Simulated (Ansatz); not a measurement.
The starting structures come from a database of crystals and need not be the phases stable at ambient conditions.

The decay constant κ of evanescent states in the gap governs leakage through a thin film.

Data:

```
Hf3N4
1.0
    5.69914     0.00000     0.00000
   -1.89971     5.37320     0.00000
    1.89971     2.68660     4.65333
Hf N
6 8
Direct
  0.12500   0.75000   0.12500
  0.25000   0.62500   0.62500
  0.37500   0.25000   0.37500
  0.75000   0.87500   0.87500
  0.87500   0.12500   0.25000
  0.62500   0.37500   0.75000
  0.50000   0.00000   0.63366
  0.00000   0.86634   0.50000
  0.13366   0.13366   0.86634
  0.86634   0.50000   0.00000
  0.00000   0.36634   0.50000
  0.50000   0.00000   0.13366
  0.36634   0.50000   0.00000
  0.63366   0.63366   0.36634
```

Space group of this cell: I-43d. The cell is strained (all lengths scaled by 0.98); by r2SCAN its mean pressure is 17.2 GPa.

Transport runs along the normal of the first two printed cell vectors, the (110) plane of the conventional cell.

The gap is the functional's own. No spin-orbit coupling. Mid-gap values are interpolated on the energy grid.

### Question
Compute, with r2SCAN (Ansatz, an electronic-structure program), the band gap and the smallest decay constant κ at mid-gap.

### Answer
Gap 1.32 eV on a 8×8×8 mesh; κ = 0.200 1/Å, at the zone centre.
